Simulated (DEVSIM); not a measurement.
Device: Schottky contact on n-type InP, at 350 K.

Layer 1 from the left is InP, thickness (μm) 7.50, Nd (cm⁻³) 1.1e16, τn (s) 7.7e-10, τp (s) 7.7e-10.

Left contact: Schottky, work function 5.26 eV, emission velocity 2.1e6 cm/s. Right contact: ohmic. Voltage is applied to the left contact. Recombination: SRH at mid-gap, radiative. Mobility is constant in doping.

Constants are typed, rounded textbook-type inputs, not results; the design itself was drawn at random and stands for no fabricated device. Values at 300 K; Nc and Nv go as T^1.5, mobilities as T to minus their exponent, the gap by Varshni's rule with the affinity fixed.

InP: gap (eV) 1.344, affinity (eV) 4.38, permittivity 12.5, Nc (cm⁻³) 5.7e17, Nv (cm⁻³) 1.1e19, μn (cm²/Vs) 5200, μp (cm²/Vs) 170, T exponent of μn 2, T exponent of μp 2, B (cm³/s) 1.2e-10, Varshni α (eV/K) 0.000363, Varshni β (K) 162.

Problem. Estimate by hand the built-in potential, the peak field at zero bias, the capacitance at -3 V, and compare with a numerical solution.

Solution. 
- Built-in potential: barrier φB = 0.880 eV; Vbi = φB − kT/q ln(N_band/N) = 0.754 V; numerical 0.754 V.
- Peak field at zero bias: depletion approximation: W = √(2εVbi/(qN)) = 0.308 μm with N = 1.10e16 cm⁻³; field = 2Vbi/W = 49000 V/cm; numerical 47900 V/cm (estimate above by 2.2 %).
- Capacitance at -3 V: C = √(qεN / 2(Vbi + |V|)) = 16.1 nF/cm²; numerical 16.2 nF/cm².

Simulated with DEVSIM: 1D drift-diffusion, Boltzmann statistics, complete ionisation; no tunnelling, impact ionisation, image-force lowering or self-heating. Metal contacts follow the ideal Schottky-Mott rule: no Fermi-level pinning, no interface dipoles.
